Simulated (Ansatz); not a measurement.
**NaCl: Na on a Cl site (antisite)**

The reference is a 16-atom supercell of NaCl in the rock salt structure (space group Fm-3m, No. 225; a = 5.608 Å) at its relaxed geometry.

It is then changed as follows: a neutral Na on a Cl site (antisite), atoms relaxed at fixed cell, starting from a slightly rattled geometry.

Method: r2SCAN (Ansatz, a program for electronic structure, PAW, scalar-relativistic without spin-orbit coupling). Settings: 4×4×4 k-points, 0.01 eV Fermi–Dirac smearing.

The pressure goes from zero to 1.9 GPa and the largest displacement of a host atom from its site in the perfect cell amounts to 0.79 Å. The shift of the substituted atom off its lattice site comes out as 1.03 Å.

The magnetic state is the one reached from the starting moments; the real material's order can differ, and small cells can't hold many antiferromagnetic ones. The cell is small, so the values are those of an ordered compound at a high defect concentration; dilute-limit values will differ. Seeded moments were not kept for Na on a Cl site (antisite). The defect cell is spin-polarised and ends with 0.0 μB.
